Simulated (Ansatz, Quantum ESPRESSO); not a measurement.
A Quantum ESPRESSO input for a self-consistent single point of AlP (F-43m, 2 atoms in the cell) (DFT, PBE, plane waves, PseudoDojo standard norm-conserving (PBE) pseudopotentials):

```fortran
&control
   calculation = 'scf'
   prefix = 'scf'
   outdir = './tmp/'
   pseudo_dir = './'
   tprnfor = .true.
   tstress = .true.
/
&system
   ibrav = 2
   celldm(1) = 10.1759030605
   nat = 2
   ntyp = 2
   ecutwfc = 45
   occupations = 'smearing'
   smearing = 'fd'
   degauss = 0.0036749
/
&electrons
   conv_thr = 1.0e-11
   mixing_beta = 0.3
/
ATOMIC_SPECIES
Al    26.9815  Al.upf
P     30.9738  P.upf
ATOMIC_POSITIONS crystal
Al    0.0000000000    0.0000000000    0.0000000000
P     0.7500000000    0.7500000000    0.7500000000
K_POINTS automatic
9 9 9  0 0 0
```

Q: Write the same calculation as an input for Ansatz (an electronic-structure program).

A: This is the input that was run; spellings and numerical settings could be chosen otherwise.

Ansatz 0.2 input:
```yaml
# AlP
crystal:
  lattice:
    - [0.00000000, 2.69242800, 2.69242800]
    - [2.69242800, 0.00000000, 2.69242800]
    - [2.69242800, 2.69242800, 0.00000000]
  atoms:
    - { symbol: Al, position: [0.00000000, 0.00000000, 0.00000000] }
    - { symbol: P, position: [0.75000000, 0.75000000, 0.75000000] }
basis:
  ecutwfc: 420.0
kpoints:
  mp_grid: { grid: [9, 9, 9] }
hamiltonian:
  xc: pbe
  pseudopotentials: { kind: paw }
scf:
  occupations: { method: fermi_dirac, width: 0.05 }
output:
  forces: true
  eigenvalues: true
  stress: true
```

Basis, cutoffs, solver keys and any potentials are the target program's own. This input uses DFT, PBE, plane waves, default PAW files. Both were run: pressure 6.34 GPa in Quantum ESPRESSO and 6.40 in Ansatz; gap on the mesh 1.575 eV in Quantum ESPRESSO and 1.580 in Ansatz. Ansatz's pressure is the one without its finite-basis correction.

On Ansatz: the starting cell comes from a database of computed structures (which also holds hypothetical and non-ambient phases and stackings), without a prior relaxation at this level. Its lattice was rescaled by a random factor within 2.5 % of one. With a pressure of about 6 GPa the cell is away from its equilibrium volume at this level. Another mesh or the band path of this cell gives a smaller gap, so this value is not converged in the mesh.

On Quantum ESPRESSO: the starting cell comes from a database of computed structures (which also holds hypothetical and non-ambient phases and stackings), without a prior relaxation at this level. Its lattice was rescaled by a random factor within 2.5 % of one. With a pressure of about 6 GPa the cell is away from its equilibrium volume at this level.
